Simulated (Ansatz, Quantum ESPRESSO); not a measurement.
**One structure in several programs: La2AlGe (Amm2, 4 atoms in the cell)**

Self-consistent single point.

```
La2AlGe
1.0
    4.16601     0.00000     0.00000
    0.00000     2.29000     5.75769
    0.00000    -2.29000     5.75769
La Al Ge
2 1 1
Direct
  0.00000   0.64103   0.64103
  0.50000   0.35595   0.35595
  0.00000   0.93397   0.93397
  0.50000   0.06905   0.06905
```

Shared settings, as Ansatz (a program for electronic structure) writes them: kpoints.mp_grid.grid = 5 4 4; scf.occupations.method = fermi_dirac; scf.occupations.width = 0.05 eV. Potentials and cutoffs stand in the table.

```json
[
 {"code": "Ansatz", "model": "PBEsol, PAW files made with PBE", "pressure (GPa)": "-1.33", "largest force (eV/Å)": "0.154", "cutoff": "default"},
 {"code": "Quantum ESPRESSO", "model": "PBEsol, GBRV 1.5 ultrasoft (PBESOL) pseudopotentials", "pressure (GPa)": "-1.32", "largest force (eV/Å)": "0.147", "cutoff": "50 Ry"}
]
```

Size of the force on each atom (eV/Å): Sizes of forces hide their directions.

| code | La1 | La2 | Al3 | Ge4 |
|---|---|---|---|---|
| Ansatz | 0.032 | 0.043 | 0.143 | 0.154 |
| Quantum ESPRESSO | 0.029 | 0.034 | 0.142 | 0.147 |

The spread over the programs that give each value: pressure within 0.01 GPa; largest force within 0.007 eV/Å.

Ansatz's pressure is given at a fixed set of plane waves, as the other plane-wave codes print theirs.

On the base mesh (6 5 5) the same programs gave: Ansatz pressure -1.15 GPa; Quantum ESPRESSO pressure -1.15 GPa.

The starting cell comes from a database of computed structures (which also holds hypothetical and non-ambient phases and stackings), without a prior relaxation at this level. Its lattice was rescaled by a random factor within 2.5 % of one.

Left out of this page: CP2K (on another mesh); Elk (not drawn, or without a comparable value).

Keys are those of Ansatz 0.2.
